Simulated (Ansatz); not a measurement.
Worked example: self-consistent single point of Mg2Pd (I4mm, 3 atoms in the cell) in Ansatz (a first-principles code)

Method: PBEsol, default PAW files made with PBE (plane waves; Ansatz).

Input as run:

Ansatz 0.2 input:
```yaml
# Mg2Pd
crystal:
  lattice:
    - [-1.628125, 1.628125, 5.065316]
    - [1.628125, -1.628125, 5.065316]
    - [1.628125, 1.628125, -5.065316]
  atoms:
    - { symbol: Mg, position: [0.652156, 0.652156, 0.000000] }
    - { symbol: Mg, position: [0.352780, 0.352780, 0.000000] }
    - { symbol: Pd, position: [0.000000, 0.000000, 0.000000] }
basis:
  ecutwfc: 420.0 eV
kpoints:
  mp_grid: { grid: [14, 14, 14] }
hamiltonian:
  xc: pbesol
  pseudopotentials: { kind: paw }
scf:
  occupations: { method: fermi_dirac, width: 0.1 eV }
output:
  forces: true
  eigenvalues: true
  stress: true
```

Output, abridged:

```
WARN ansatz: RAYON_NUM_THREADS=1 ignored (pool sized by the plan → 1); use --threads N
basis.fft_grid_basis auto: the FFT boxes are laid along the combinations [[1, 0, 1], [0, 1, 1], [0, 0, 1]] of the cell's own vectors, 3.256, 3.256 and 5.564 Å …
Pseudopotentials: kind: paw
Pseudopotential: Mg, paw, valence charge 10
Pseudopotential: Pd, paw, valence charge 18
Crystal: 3 atoms, lattice volume = 53.708 Å³
Basis set: ecut = 420 eV, 1037 PW (Γ), FFT grids on a1+a3, a2+a3, a3, exchange–correlation on 48×48×80 points (8 copies of the dense FFT grid, shifted against one another)
Bands: 23, of which v1, the nominal top of the filled ones, is band 19 counted from 1 (18 counted from 0)
Symmetry: 8 space group operations
Space group: I4mm (ITA 107), of the structure as read, at distance tolerance 3.8e-5 Å
k-points: 244 of 2744 (time reversal used)
PAW frozen core: Mg, regenerated for the run's functional, and the local potential with it
PAW frozen core: Pd, regenerated for the run's functional, and the local potential with it
Initial density: superposition of atomic densities (neutral atoms: chi_scale 0, normalization atom), corrected by the library's trained network
Initial wavefunctions: pseudopotential atomic-orbital guess
Eigensolver: davidson
Functional: x = pbesol(κ = 0.804, μ = 0.12345679012345678), c = pbesol(β = 0.046)
SCF iter   1: F=—  HF=-10732.246492 eV  |F-HF|=—  |Δ(HF+E_count)|=         —  Δρ=5.06e-3  dr2=1.16e-2  ethr=1.77e-3  ⟨swp⟩=5.0  Hψ=22695  notcnv=0
all-band conjugate gradients solve this SCF's bands
preconditioner: auto → Kerker (q_TF=auto, 2.575 Å⁻¹)
SCF iter   2: F=—  HF=-10732.244136 eV  |F-HF|=—  |Δ(HF+E_count)|=   2.36e-3  Δρ=1.59e-3  dr2=1.85e-3  ethr=3.06e-5  ⟨swp⟩=2.8  Hψ=12026  notcnv=0
SCF iter   3: F=—  HF=-10732.243827 eV  |F-HF|=—  |Δ(HF+E_count)|=   3.10e-4  Δρ=8.45e-4  dr2=6.29e-4  ethr=4.86e-6  ⟨swp⟩=1.0  Hψ=5612  notcnv=0
SCF iter   4: F=—  HF=-10732.243673 eV  |F-HF|=—  |Δ(HF+E_count)|=   1.54e-4  Δρ=2.52e-4  dr2=1.13e-4  ethr=1.65e-6  ⟨swp⟩=1.3  Hψ=5702  notcnv=0
SCF iter   5: F=—  HF=-10732.243643 eV  |F-HF|=—  |Δ(HF+E_count)|=   3.04e-5  Δρ=7.18e-5  dr2=1.64e-6  ethr=2.97e-7  ⟨swp⟩=2.0  Hψ=6347  notcnv=0
SCF iter   6: F=—  HF=-10732.243637 eV  |F-HF|=—  |Δ(HF+E_count)|=   5.93e-6  Δρ=9.29e-6  dr2=4.92e-8  ethr=2.63e-10  ⟨swp⟩=3.5  Hψ=25533  notcnv=0
SCF iter   7: F=-10732.243637 eV  HF=-10732.243637 eV  |F-HF|=3.43e-9  |Δ(HF+E_count)|=   1.51e-9  Δρ=2.60e-6  dr2=4.72e-9  ethr=1.29e-10  ⟨swp⟩=2.1  Hψ=19441  notcnv=0
SCF 1 converged in 7 iterations: F = -10732.243637 eV  dr2 = 4.72e-9
SCF converged after 7 iterations
Free energy (F): -10732.243637 eV
Harris-Foulkes:  -10732.243637 eV  (|F-HF|=3.43e-9)
Internal energy: -10732.207665 eV  (E = F + TS)
E sigma→0 (E₀):  -10732.225651 eV
Entropy (-TS):   -0.035971 eV (-11.990 meV/atom)
Fermi energy:    10.313044 eV
--- Per-component energies (eV) ---
  E_band       = -923.463021
  E_kinetic    = 666.560123
  E_local      = -5531.512906  (includes V_loc(G=0)·N_el)
  E_nonlocal   = 411.130989
  E_hartree    = 2099.794596
  E_xc         = -225.481286
  E_vxc        = -286.133410  (∫ρ·V_xc dr)
  E_paw        = -4247.237198  (= ΣΔE_a)
  E_vpaw       = -383.093392  (= ΣTr[D̂ρ^β])
  E_aug_tail   = 0.000187  (compensation charges beyond the density's cutoff)
  E_ewald      = -3905.882418
  E_core_change = 0.420249  (= ΣΔE_core)
  E_smearing   = -0.035971  (= −TS)
  E_closure    = -0.000000  (closes the sum)
  Σ components = -10732.243637   (vs F -10732.243637, Δ=0.00e0)
--- Forces (eV/Å), atoms counted from 1 ---
  atom   1  Mg     0.00000000     0.00000000    -0.35814118
  atom   2  Mg    -0.00000000     0.00000000     0.28124470
  atom   3  Pd    -0.00000000     0.00000000     0.07688651
  max |Σ_I F_I| component: 9.97e-6 eV/Å
--- Stress (GPa, compression-positive) ---
       -1.842348       0.000000       0.000000
        0.000000      -1.842348      -0.000000
        0.000000      -0.000000      -2.378779
  P = ⅓ Tr σ = -2.0212 GPa (-20.212 kbar)
  The stress holds the Pulay correction. Without it, at fixed plane waves, as pw.x and ABINIT print it: P = -2.0350 GPa
--- Band table (eV; the first three rows and the last of 244) ---
  k-point 0: bands = ["-73.9892", "-64.7786", "-64.7380", "-39.7539", "-39.7324", "-39.7324", "-31.7393", "-31.7113", "-31.7113", "-31.6871", "-31.6687", "-31.6687", "2.9677", "6.2408", "6.6481", "7.8547", "7.8547", "8.2380", "9.1818", "10.6270", [...]
  k-point 1: bands = ["-73.9890", "-64.7785", "-64.7379", "-39.7537", "-39.7339", "-39.7339", "-31.7389", "-31.7121", "-31.7119", "-31.6870", "-31.6694", "-31.6693", "3.1233", "6.3369", "6.7068", "7.6761", "7.7958", "8.1604", "9.5056", "10.6768", [...]
  k-point 2: bands = ["-73.9886", "-64.7783", "-64.7378", "-39.7529", "-39.7381", "-39.7381", "-31.7378", "-31.7142", "-31.7138", "-31.6871", "-31.6713", "-31.6710", "3.5818", "6.6006", "6.8837", "7.3850", "7.6324", "7.9408", "10.2176", "10.8467", [...]
  k-point 243: bands = ["-73.9892", "-64.7785", "-64.7381", "-39.7539", "-39.7324", "-39.7324", "-31.7321", "-31.7115", "-31.7115", "-31.6945", "-31.6685", "-31.6685", "4.2092", "4.6864", "6.6290", "7.2936", "7.8850", "7.8850", "8.2394", "15.6030", [...]
```

The run converged in 7 iterations.

The starting cell comes from a database of computed structures (which also holds hypothetical and non-ambient phases and stackings), without a prior relaxation at this level. Its lattice was rescaled by up to half a per cent. One atom was moved a little off its site on purpose. Spin polarisation is off. Ansatz's pressure includes its estimate of the finite-basis (Pulay) stress.
